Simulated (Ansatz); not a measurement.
# Response to strain in WC

Base system: WC (space group P-6m2, No. 187; a = 2.9225 Å, c = 2.8462 Å; relaxed with 0.1 eV smearing).

Strains are applied to the cell and any free atomic positions relax.

Calculations: PBE (Ansatz, a quantum-chemistry and plane-wave program; PAW; 420 eV plane waves; without spin-orbit coupling).

Notes on the quantities. energy relative to the base: free energy F.

```tsv
isotropic strain (%)	energy relative to the base (meV/atom)
-3.88	195.3
-3.67	?
-0.89	9.3
0	0.0
1.75	33.0
```

### Question
Fit ΔE = Aε² + Bε³ (ε in %) to the rows shown and predict the withheld row.

### Answer
Least squares on the printed values gives A = 11.5 and B = -0.39 meV/atom (largest residual 0.1 meV/atom); this predicts 173.6 meV/atom, and the run gives 173.5 meV/atom, in agreement.

Whether these cells are dynamically stable was not tested. The final runs are not spin-polarised.
